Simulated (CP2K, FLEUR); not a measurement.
A FLEUR input for a self-consistent single point of TcN (F-43m, 2 atoms in the cell) (DFT, PBEsol, all-electron FLAPW (FLEUR), scalar-relativistic valence):

Input of the input generator:

```
scf TcN
&input film=f /
-0.0000000000 4.2509143509 4.2509143509
4.2509143509 -0.0000000000 4.2509143509
4.2509143509 4.2509143509 -0.0000000000
1.0
1.0 1.0 1.0

2
43 0.0000000000 0.0000000000 0.0000000000
7 0.7500000000 0.7500000000 0.7500000000

&comp jspins=1 /
&exco xctyp='PBEs' /
&kpt div1=8 div2=8 div3=8 gamma=t /
&end /
```

```xml
<?xml version="1.0" encoding="UTF-8" standalone="no"?>
<fleurInput fleurInputVersion="0.39">
   <comment>
      scf TcN                                                                                             
   </comment>
   <calculationSetup>
      <cutoffs Kmax="4.8" Gmax="16.8" GmaxXC="16.8" numbands="0"/>
      <scfLoop itmax="100" minDistance="0.00001" maxIterBroyd="15" imix="Anderson" alpha="0.05" precondParam="0.0" spinf="2.0"/>
      <coreElectrons ctail="T" frcor="F" kcrel="0" coretail_lmax="0"/>
      <xcFunctional name="PBEs" relativisticCorrections="F"/>
      <magnetism jspins="1"/>
      <soc l_soc="F" theta="0.0" phi="0.0" spav="F"/>
      <expertModes spex="0" secvar="F"/>
      <geometryOptimization l_f="T" forcealpha="1.0" forcemix="BFGS" epsdisp="0.00001" epsforce="0.00001"/>
      <ldaU l_linMix="F" mixParam="0.05" spinf="1.0"/>
   </calculationSetup>
   <cell>
      <bzIntegration valenceElectrons="20.0" mode="gauss" fermiSmearingEnergy="0.00999582">
         <kPointListSelection listName="default-1"/>
         <!-- k-points included here -->
         <xi:include xmlns:xi="http://www.w3.org/2001/XInclude" href="kpts.xml"> </xi:include>
      </bzIntegration>
      <!-- symmetry operations included here -->
      <xi:include xmlns:xi="http://www.w3.org/2001/XInclude" href="sym.xml"> </xi:include>
      <bulkLattice scale="1.0">
         <bravaisMatrix>
            <row-1>    0.0000000000000000     4.2509143508999996     4.2509143508999996</row-1>
            <row-2>    4.2509143508999996     0.0000000000000000     4.2509143508999996</row-2>
            <row-3>    4.2509143508999996     4.2509143508999996     0.0000000000000000</row-3>
         </bravaisMatrix>
      </bulkLattice>
   </cell>
   <atomSpecies>
      <species name="Technetium (Tc)" element="Tc" atomicNumber="43">
         <mtSphere radius="2.19" gridPoints="773" logIncrement="0.016"/>
         <atomicCutoffs lmax="8" lnonsphr="6"/>
         <electronConfig flipSpins="F">
            <coreConfig>(1s1/2) (2s1/2) (2p1/2) (2p3/2) (3s1/2) (3p1/2) (3p3/2) (3d3/2) (3d5/2)</coreConfig>
            <valenceConfig>(4s1/2) (4p1/2) (4p3/2) (5s1/2) (4d3/2) (4d5/2)</valenceConfig>
            <stateOccupation state="(4d3/2)" spinUp="1.0" spinDown="1.0"/>
            <stateOccupation state="(4d5/2)" spinUp="1.5" spinDown="1.5"/>
         </electronConfig>
         <energyParameters s="5" p="5" d="4" f="4"/>
         <lo type="SCLO" l="0" n="4" eDeriv="0"/>
         <lo type="SCLO" l="1" n="4" eDeriv="0"/>
      </species>
      <species name="Nitrogen (N)" element="N" atomicNumber="7">
         <mtSphere radius="1.24" gridPoints="437" logIncrement="0.024"/>
         <atomicCutoffs lmax="6" lnonsphr="4"/>
         <electronConfig flipSpins="F">
            <coreConfig>(1s1/2)</coreConfig>
            <valenceConfig>(2s1/2) (2p1/2) (2p3/2)</valenceConfig>
            <stateOccupation state="(2p1/2)" spinUp="0.5" spinDown="0.5"/>
            <stateOccupation state="(2p3/2)" spinUp="1.0" spinDown="1.0"/>
         </electronConfig>
         <energyParameters s="2" p="2" d="3" f="4"/>
      </species>
   </atomSpecies>
   <atomGroups>
      <atomGroup species="Technetium (Tc)">
         <relPos label="                   1">.0000000000 .0000000000 .0000000000</relPos>
         <force calculate="T" relaxXYZ="TTT"/>
      </atomGroup>
      <atomGroup species="Nitrogen (N)">
         <relPos label="                   2">-1.000/4.000 -1.000/4.000 -1.000/4.000</relPos>
         <force calculate="T" relaxXYZ="TTT"/>
      </atomGroup>
   </atomGroups>
   <output dos="F" band="F" slice="F">
      <checks vchk="F" cdinf="F"/>
      <bandDOS minEnergy="-.5*Htr" maxEnergy="0.5*Htr" sigma="0.015" storeEVData="T"/>
      <vacuumDOS vacdos="F" integ="F" star="F" nstars="0" locx1="0.0" locy1="0.0" locx2="0.0" locy2="0.0" nstm="0" tworkf="0.0"/>
      <unfoldingBand unfoldBand="F" supercellX="1" supercellY="1" supercellZ="1"/>
      <plotting iplot="0" polar="F">
         <plot TwoD="T" vec1="  1.0  0.0  0.0" vec2="  0.0  1.0  0.0" vec3="  0.0  0.0  1.0" zero="  0.0  0.0  0.0" file="plot"/>
      </plotting>
      <chargeDensitySlicing numkpt="0" minEigenval="0.0" maxEigenval="0.0" nnne="0" pallst="F"/>
      <specialOutput eonly="F"/>
      <magneticCircularDichroism mcd="F" energyLo="-10.0" energyUp="0.0"/>
   </output>
  <!-- We include the file relax.xml here to enable relaxations (see documentation) -->
  <xi:include xmlns:xi="http://www.w3.org/2001/XInclude" href="relax.xml"> <xi:fallback/> </xi:include>
</fleurInput>
```

Q: Give the CP2K input for the same structure, mesh, smearing and functional.

A: This is the input that was run; spellings and numerical settings could be chosen otherwise.

```
&GLOBAL
  PROJECT bulk
  RUN_TYPE ENERGY_FORCE
  PRINT_LEVEL LOW
&END GLOBAL
&FORCE_EVAL
  METHOD Quickstep
  STRESS_TENSOR ANALYTICAL
  &DFT
    BASIS_SET_FILE_NAME BASIS_MOLOPT
    POTENTIAL_FILE_NAME GTH_POTENTIALS
    &QS
      METHOD GPW
      EPS_DEFAULT 1E-10
    &END QS
    &MGRID
      CUTOFF 500
      REL_CUTOFF 60
      NGRIDS 5
    &END MGRID
    &SCF
      SCF_GUESS ATOMIC
      EPS_SCF 1E-6
      MAX_SCF 100
      ADDED_MOS 5
      &DIAGONALIZATION
        ALGORITHM STANDARD
      &END DIAGONALIZATION
      &MIXING
        METHOD BROYDEN_MIXING
        ALPHA 0.2
        NBUFFER 12
      &END MIXING
      &SMEAR ON
        METHOD GAUSSIAN
        SIGMA [eV] 0.272
      &END SMEAR
    &END SCF
    &KPOINTS
      SCHEME MONKHORST-PACK 8 8 8
      GAMMA_CENTERED T
    &END KPOINTS
    &XC
      &XC_FUNCTIONAL
        &PBE
          PARAMETRIZATION PBESOL
        &END PBE
      &END XC_FUNCTIONAL
    &END XC
    &PRINT
      &MO
        EIGENVALUES T
        OCCUPATION_NUMBERS T
        NDIGITS 8
        FILENAME mo
        &EACH
          QS_SCF 0
        &END EACH
        ADD_LAST NUMERIC
      &END MO
      &MULLIKEN OFF
      &END MULLIKEN
    &END PRINT
  &END DFT
  &SUBSYS
    &CELL
      A 3.18125500 0.00000000 0.00000000
      B 1.59062800 2.75504800 0.00000000
      C 1.59062800 0.91834900 2.59748400
      PERIODIC XYZ
    &END CELL
    &COORD
      SCALED
      Tc       0.00000000     0.00000000     0.00000000
      N        0.75000000     0.75000000     0.75000000
    &END COORD
    &KIND Tc
      BASIS_SET DZVP-MOLOPT-SR-GTH
      POTENTIAL GTH-PBE-q15
    &END KIND
    &KIND N
      BASIS_SET DZVP-MOLOPT-SR-GTH
      POTENTIAL GTH-PBE-q5
    &END KIND
  &END SUBSYS
  &PRINT
    &FORCES ON
    &END FORCES
    &STRESS_TENSOR ON
    &END STRESS_TENSOR
  &END PRINT
&END FORCE_EVAL
```

Basis settings and potentials, where a program has them, do not carry over. This input uses DFT PBEsol, GPW, DZVP-MOLOPT-SR-GTH basis, GTH-PBE potentials (GTH_POTENTIALS).

The starting cell comes from a database of computed structures (which also holds hypothetical and non-ambient phases and stackings), without a prior relaxation at this level. For this run, on top of that: lattice scaled by 0.98.
